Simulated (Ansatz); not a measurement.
## Effective masses and thermopower of monolayer SnO

Data:

```xyz
4
Lattice="3.9642 0.0000 0.0000 0.0000 3.9642 0.0000 0.0000 0.0000 18.2254" Properties=species:S:1:pos:R:3 pbc="T T T"
Sn     1.9821     0.0000    10.2484
Sn     0.0000     1.9821     7.9769
O      0.0000     0.0000     9.1127
O      1.9821     1.9821     9.1127
```

These are PBE with spin-orbit coupling, rigid bands (plane waves, PAW; Ansatz, a first-principles code) values and carry that method's errors. Condition of this run: biaxial strain +3 % with spin-orbit coupling. Geometry: cell and atoms relaxed with PBE, then loaded as said.

```yaml
band_gap: 2.58 eV
electron conductivity mass (300 K, dilute): 0.47 mₑ
hole conductivity mass (300 K, dilute): 7.8 mₑ
effective density of states N_c (300 K): 5.6e12 cm⁻²
effective density of states N_v (300 K): 2.5e14 cm⁻²
Seebeck coefficient, n-type 1.8e12 cm⁻², 300 K: -282 μV/K
Seebeck coefficient, p-type 1.8e12 cm⁻², 300 K: 577 μV/K
```

Rigid bands; masses and Seebeck coefficients take one relaxation time τ for all states and one kind of carrier; polarons and phonon drag are left out.
